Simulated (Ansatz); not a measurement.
We look at the formation energy of Ir_W in W (bcc, Im-3m). Reaction: 63 W (bcc) + Ir (fcc) → cell A.

Cell A: a supercell of 64 sites of W (bcc, Im-3m) with Ir on a W site (8 W at 2.78 Å); spin state with PBE: run without spin, k-point mesh 4×4×4.
```yaml
crystal:
  lattice:
    - [11.02867, 0.00000, 0.00000]
    - [-3.67622, 10.39793, 0.00000]
    - [-3.67622, -5.19897, 9.00487]
  atoms:
    - { symbol: W, position: [0.00000, 0.00000, 0.00000] }
    - { symbol: W, position: [0.00008, 0.00008, 0.25020] }
    - { symbol: W, position: [0.00000, 0.00000, 0.50000] }
    - { symbol: W, position: [0.99992, 0.99992, 0.74980] }
    - { symbol: W, position: [0.00008, 0.25020, 0.00008] }
    - { symbol: W, position: [0.00010, 0.25005, 0.25005] }
    - { symbol: W, position: [0.00008, 0.24988, 0.50000] }
    - { symbol: W, position: [0.00000, 0.25000, 0.75000] }
    - { symbol: W, position: [0.00000, 0.50000, 0.00000] }
    - { symbol: W, position: [0.00008, 0.50000, 0.24988] }
    - { symbol: W, position: [0.00000, 0.50000, 0.50000] }
    - { symbol: W, position: [0.99992, 0.50000, 0.75012] }
    - { symbol: W, position: [0.99992, 0.74980, 0.99992] }
    - { symbol: W, position: [0.00000, 0.75000, 0.25000] }
    - { symbol: W, position: [0.99992, 0.75012, 0.50000] }
    - { symbol: W, position: [0.99990, 0.74995, 0.74995] }
    - { symbol: W, position: [0.25020, 0.00008, 0.00008] }
    - { symbol: W, position: [0.25005, 0.00010, 0.25005] }
    - { symbol: W, position: [0.24988, 0.00008, 0.50000] }
    - { symbol: W, position: [0.25000, 0.00000, 0.75000] }
    - { symbol: W, position: [0.25005, 0.25005, 0.00010] }
    - { symbol: W, position: [0.24766, 0.24766, 0.24766] }
    - { symbol: W, position: [0.25231, 0.25231, 0.50000] }
    - { symbol: W, position: [0.24988, 0.24988, 0.74980] }
    - { symbol: W, position: [0.24988, 0.50000, 0.00008] }
    - { symbol: W, position: [0.25231, 0.50000, 0.25231] }
    - { symbol: W, position: [0.24766, 0.50000, 0.50000] }
    - { symbol: W, position: [0.25005, 0.50000, 0.74995] }
    - { symbol: W, position: [0.25000, 0.75000, 0.00000] }
    - { symbol: W, position: [0.24988, 0.74980, 0.24988] }
    - { symbol: W, position: [0.25005, 0.74995, 0.50000] }
    - { symbol: W, position: [0.25020, 0.75012, 0.75012] }
    - { symbol: W, position: [0.50000, 0.00000, 0.00000] }
    - { symbol: W, position: [0.50000, 0.00008, 0.24988] }
    - { symbol: W, position: [0.50000, 0.00000, 0.50000] }
    - { symbol: W, position: [0.50000, 0.99992, 0.75012] }
    - { symbol: W, position: [0.50000, 0.24988, 0.00008] }
    - { symbol: W, position: [0.50000, 0.25231, 0.25231] }
    - { symbol: W, position: [0.50000, 0.24766, 0.50000] }
    - { symbol: W, position: [0.50000, 0.25005, 0.74995] }
    - { symbol: W, position: [0.50000, 0.50000, 0.00000] }
    - { symbol: W, position: [0.50000, 0.50000, 0.24766] }
    - { symbol: Ir, position: [0.50000, 0.50000, 0.50000] }
    - { symbol: W, position: [0.50000, 0.50000, 0.75234] }
    - { symbol: W, position: [0.50000, 0.75012, 0.99992] }
    - { symbol: W, position: [0.50000, 0.74995, 0.25005] }
    - { symbol: W, position: [0.50000, 0.75234, 0.50000] }
    - { symbol: W, position: [0.50000, 0.74769, 0.74769] }
    - { symbol: W, position: [0.74980, 0.99992, 0.99992] }
    - { symbol: W, position: [0.75000, 0.00000, 0.25000] }
    - { symbol: W, position: [0.75012, 0.99992, 0.50000] }
    - { symbol: W, position: [0.74995, 0.99990, 0.74995] }
    - { symbol: W, position: [0.75000, 0.25000, 0.00000] }
    - { symbol: W, position: [0.74980, 0.24988, 0.24988] }
    - { symbol: W, position: [0.74995, 0.25005, 0.50000] }
    - { symbol: W, position: [0.75012, 0.25020, 0.75012] }
    - { symbol: W, position: [0.75012, 0.50000, 0.99992] }
    - { symbol: W, position: [0.74995, 0.50000, 0.25005] }
    - { symbol: W, position: [0.75234, 0.50000, 0.50000] }
    - { symbol: W, position: [0.74769, 0.50000, 0.74769] }
    - { symbol: W, position: [0.74995, 0.74995, 0.99990] }
    - { symbol: W, position: [0.75012, 0.75012, 0.25020] }
    - { symbol: W, position: [0.74769, 0.74769, 0.50000] }
    - { symbol: W, position: [0.75234, 0.75234, 0.75234] }
```

Reference: W (bcc, Im-3m), 64 atoms in the cell, the relaxed perfect crystal repeated, atoms not moved again; spin state with PBE: run without spin, k-point mesh 4×4×4 on the run's own vectors.

Reference: Ir (fcc, Fm-3m), 1 atom in the cell; spin state with PBE: run without spin, k-point mesh 26×26×26 on the run's own vectors. Conventional cell: a = b = c = 3.872 Å, α = β = γ = 90.00°.

Plane-wave PAW calculations with Ansatz (a quantum-chemistry and plane-wave program), its default PAW set, cutoff 500 eV. The structures are at rest with PBE, within the held lattices; other levels are single points on them. Neutral cells; Fermi-Dirac smearing of at most 0.10 eV in the solids, energies taken to zero width. The lattices are those relaxed with PBE, so at other levels the solids can be strained. Larger cells are relaxed from a start prepared with the learned potential CHGNet, on a coarser mesh till forces fall under 0.03 eV/Å, which some starts already meet. A dispersion term (D3(BJ), or D4 for r2SCAN) was computed beside these levels and is taken off wherever the name lacks it. Static lattices, no vibrational contributions. Cells are local rest points, mostly with their start's symmetry. Spin-orbit coupling is left out. No correction for cell size. Mesh and cell size may move defect energies by 0.1 eV or more. Cell A has symmetry Im-3m within 0.02 Å and got no random move, so less symmetric positions, which may lie lower, weren't tried.

Task: What value does r2SCAN give?

Result: 0.81 eV, for 63 W (bcc) + Ir (fcc) → cell A.
